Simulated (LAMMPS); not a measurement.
MD of Si (diamond structure) at zero pressure over temperature, 1000 atoms; each row names its start.

Computed with classical MD, pair style meam, file library.meam (library.meam-Si); code LAMMPS.

```json
[
 {"T (K), start": "100, crystal", "state": "crystal; no diffusion seen in 30 ps", "volume": "20.0897 ± 0.0001 Å³/atom", "enthalpy": "-4.6040 ± 0.0001 eV/atom", "first peak of g(r)": "2.35 Å, height 16.5", "coordination number": "4.00 (counted to 3.06 Å)", "D(Si)": "-"},
 {"T (K), start": "200, crystal", "state": "crystal; no diffusion seen in 30 ps", "volume": "20.1573 ± 0.0003 Å³/atom", "enthalpy": "-4.5778 ± 0.0001 eV/atom", "first peak of g(r)": "2.35 Å, height 12.8", "coordination number": "4.00 (counted to 3.06 Å)", "D(Si)": "-"},
 {"T (K), start": "300, crystal", "state": "crystal; no diffusion seen in 30 ps", "volume": "20.2244 ± 0.0003 Å³/atom", "enthalpy": "-4.5520 ± 0.0001 eV/atom", "first peak of g(r)": "2.35 Å, height 11.0", "coordination number": "4.00 (counted to 3.06 Å)", "D(Si)": "-"},
 {"T (K), start": "760, crystal", "state": "crystal; no diffusion seen in 30 ps", "volume": "20.552 ± 0.002 Å³/atom", "enthalpy": "-4.4294 ± 0.0005 eV/atom", "first peak of g(r)": "2.37 Å, height 7.5", "coordination number": "4.00 (counted to 3.06 Å)", "D(Si)": "-"},
 {"T (K), start": "1010, crystal", "state": "crystal; no diffusion seen in 30 ps", "volume": "20.740 ± 0.002 Å³/atom", "enthalpy": "-4.3615 ± 0.0004 eV/atom", "first peak of g(r)": "2.38 Å, height 6.6", "coordination number": "4.00 (counted to 3.06 Å)", "D(Si)": "-"},
 {"T (K), start": "1270, crystal", "state": "crystal; no diffusion seen in 30 ps", "volume": "20.940 ± 0.001 Å³/atom", "enthalpy": "-4.2886 ± 0.0004 eV/atom", "first peak of g(r)": "2.38 Å, height 5.9", "coordination number": "4.00 (counted to 2.98 Å)", "D(Si)": "-"},
 {"T (K), start": "1520, crystal", "state": "crystal; no diffusion seen in 30 ps", "volume": "21.150 ± 0.002 Å³/atom", "enthalpy": "-4.2186 ± 0.0008 eV/atom", "first peak of g(r)": "2.38 Å, height 5.5", "coordination number": "4.00 (counted to 3.10 Å)", "D(Si)": "-"},
 {"T (K), start": "1770, crystal", "state": "crystal; no diffusion seen in 30 ps", "volume": "21.361 ± 0.002 Å³/atom", "enthalpy": "-4.1476 ± 0.0003 eV/atom", "first peak of g(r)": "2.39 Å, height 5.0", "coordination number": "4.00 (counted to 3.06 Å)", "D(Si)": "-"},
 {"T (K), start": "2020, crystal", "state": "crystal; no diffusion seen in 30 ps", "volume": "21.5954 ± 0.0008 Å³/atom", "enthalpy": "-4.0726 ± 0.0005 eV/atom", "first peak of g(r)": "2.39 Å, height 4.7", "coordination number": "4.00 (counted to 3.10 Å)", "D(Si)": "-"},
 {"T (K), start": "930, melt", "state": "slow or partial motion within 60 ps, no clear phase", "volume": "19.73 ± 0.04 Å³/atom", "enthalpy": "-4.025 ± 0.003 eV/atom", "first peak of g(r)": "2.48 Å, height 3.2", "coordination number": "5.89 (counted to 3.18 Å)", "D(Si)": "-"},
 {"T (K), start": "1180, melt", "state": "liquid", "volume": "19.95 ± 0.03 Å³/atom", "enthalpy": "-3.938 ± 0.001 eV/atom", "first peak of g(r)": "2.50 Å, height 3.0", "coordination number": "5.94 (counted to 3.18 Å)", "D(Si)": "-"},
 {"T (K), start": "1350, melt", "state": "liquid", "volume": "19.96 ± 0.02 Å³/atom", "enthalpy": "-3.861 ± 0.002 eV/atom", "first peak of g(r)": "2.56 Å, height 2.6", "coordination number": "6.70 (counted to 3.26 Å)", "D(Si)": "(9.7 ± 0.4) × 10^-6 cm²/s"},
 {"T (K), start": "1520, melt", "state": "liquid", "volume": "19.985 ± 0.008 Å³/atom", "enthalpy": "-3.793 ± 0.001 eV/atom", "first peak of g(r)": "2.58 Å, height 2.5", "coordination number": "6.88 (counted to 3.26 Å)", "D(Si)": "(2.0 ± 0.1) × 10^-5 cm²/s"},
 {"T (K), start": "1690, melt", "state": "liquid", "volume": "20.124 ± 0.008 Å³/atom", "enthalpy": "-3.733 ± 0.001 eV/atom", "first peak of g(r)": "2.59 Å, height 2.4", "coordination number": "7.13 (counted to 3.30 Å)", "D(Si)": "(3.03 ± 0.06) × 10^-5 cm²/s"},
 {"T (K), start": "1860, melt", "state": "liquid", "volume": "20.35 ± 0.01 Å³/atom", "enthalpy": "-3.675 ± 0.001 eV/atom", "first peak of g(r)": "2.62 Å, height 2.4", "coordination number": "7.10 (counted to 3.30 Å)", "D(Si)": "(4.3 ± 0.2) × 10^-5 cm²/s"},
 {"T (K), start": "2110, melt", "state": "liquid", "volume": "20.681 ± 0.007 Å³/atom", "enthalpy": "-3.595 ± 0.002 eV/atom", "first peak of g(r)": "2.63 Å, height 2.3", "coordination number": "7.27 (counted to 3.34 Å)", "D(Si)": "(6.3 ± 0.1) × 10^-5 cm²/s"},
 {"T (K), start": "2190, melt", "state": "liquid", "volume": "20.806 ± 0.009 Å³/atom", "enthalpy": "-3.5681 ± 0.0006 eV/atom", "first peak of g(r)": "2.64 Å, height 2.3", "coordination number": "7.23 (counted to 3.34 Å)", "D(Si)": "(7.16 ± 0.05) × 10^-5 cm²/s"},
 {"T (K), start": "2360, melt", "state": "liquid", "volume": "21.10 ± 0.02 Å³/atom", "enthalpy": "-3.5138 ± 0.0007 eV/atom", "first peak of g(r)": "2.64 Å, height 2.3", "coordination number": "7.13 (counted to 3.34 Å)", "D(Si)": "(8.8 ± 0.3) × 10^-5 cm²/s"},
 {"T (K), start": "2700, melt", "state": "liquid", "volume": "21.68 ± 0.01 Å³/atom", "enthalpy": "-3.408 ± 0.001 eV/atom", "first peak of g(r)": "2.64 Å, height 2.2", "coordination number": "7.17 (counted to 3.38 Å)", "D(Si)": "(1.21 ± 0.04) × 10^-4 cm²/s"}
]
```

Measured linear expansion coefficient: 2.600 1e-6/K at 293 K (Kaye and Laby Online (NPL), 2.3.5 Thermal expansion).

Measured melting point: 1687 K (Wikipedia, Melting points of the elements (data page)).

Caution: the potential MEAM library.meam-Si is a first-neighbour MEAM set with a 4 Å cutoff, used here without a parameter file and away from the static properties it was fitted to.

Caution (rows 1270, crystal; 1520, crystal; 1770, crystal; 2020, crystal; 1180, melt; 1350, melt; 1520, melt; 1690, melt; 1860, melt; 2110, melt; 2190, melt; 2360, melt; 2700, melt): a run this short can hold a crystal over, or a liquid under, the potential's own melting point, which these runs don't give.

Caution (rows 1770, crystal; 2020, crystal): this crystal lies over the measured melting point of 1687 K, so it is superheated or the potential melts high.

Caution (row 930, melt): enthalpy drifts during the constant-pressure average: a transition or slow ageing; fluctuation values are void.

Caution (rows 1180, melt; 1350, melt; 1520, melt): this liquid lies under the measured melting point of 1687 K, so it is undercooled or the potential melts low.

From the crystal rows between 100 and 300 K, estimate the mean linear expansion coefficient and the heat capacity. The slope of ln V over three gives 11 × 10^-6 /K, and dH/dT = 3.0 kB/atom. Nuclei are classical here, so the heat capacity stays near 3 kB/atom, where a real crystal's falls off below its Debye temperature.

Fit an Arrhenius law to the diffusion of Si in the liquid. ln D against 1/T from 1350 to 2700 K gives an activation energy of 0.58 eV and D0 = 0.0015 cm²/s.

States go by the mean squared displacement: a species diffuses where it passes 1.5 Å², still rises and gives D over 1e-6 cm²/s; a crystal has left its structure where atoms lie 0.35 Å off their sites on average or a cubic box changes its shape by 3 %, or the axial ratios of another lie 8 % off the starting cell's, which the potential's own relaxation can also do.

Errors of D are the spread over four groups of atoms in one short run; a floor of about 5 %, a picked value, is safer.

Errors shown are sampling errors alone.
